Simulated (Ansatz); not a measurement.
Take Al$_{2}$O$_{3}$ (space group R-3, No. 148; a = 4.814 Å, c = 13.445 Å (hexagonal axes); a cell from a computed database, its experimental status unchecked) as the base.

Level of theory: Ansatz (a program for electronic structure) PBEsol, no spin-orbit coupling.

Before the change:

* **Volume per atom**: 9.00 Å³
* **c/a ratio**: 2.793

It is then changed as follows: hydrostatic tension (pressure −1 GPa).

### Question
What does the calculation give for the volume per atom and c/a ratio after the change?

### Answer
The volume per atom goes up by 0.047 Å³ (9.00 Å³ → 9.04 Å³); the c/a ratio goes up by 0.0026 (2.793 → 2.795).

Load acts through the strain it causes; cell and atoms are relaxed under it. Whether these cells are dynamically stable was not tested.
